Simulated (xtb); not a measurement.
xtb 6.7.1, GFN2-xTB: c1cc(-c2scc3c2OCCO3)cc(-c2scc3c2OCCO3)c1, 38 atoms. The geometry is a generated start, not checked to be a minimum at this level.

```json
{
  "run_flags": "--grad",
  "method": "GFN2-xTB",
  "--acc": "1 (default)",
  "--etemp (K)": "300 (default)",
  "basis_functions": "122",
  "valence_electrons": "122"
}
```

One run each on 1 thread. Values of broydamp tried: 0.02, 0.05, 0.1, 0.2, 0.4 (default), 0.6, 0.8, 1.

Task: How does the count of SCC iterations change with broydamp, and where is it least?

Result: Fewest SCC iterations, within one of each other: 0.2 with 13, 0.4 (default) with 12, 0.6 with 13, 0.8 with 13, 1 with 13. The count rises to 20 at 0.02. All converge to one solution.

```
broydamp       SCC iterations            end
-------------  --------------  -------------
0.02                       20  same solution
0.05                       16  same solution
0.1                        15  same solution
0.2                        13  same solution
0.4 (default)              12  same solution
0.6                        13  same solution
0.8                        13  same solution
1                          13  same solution
```
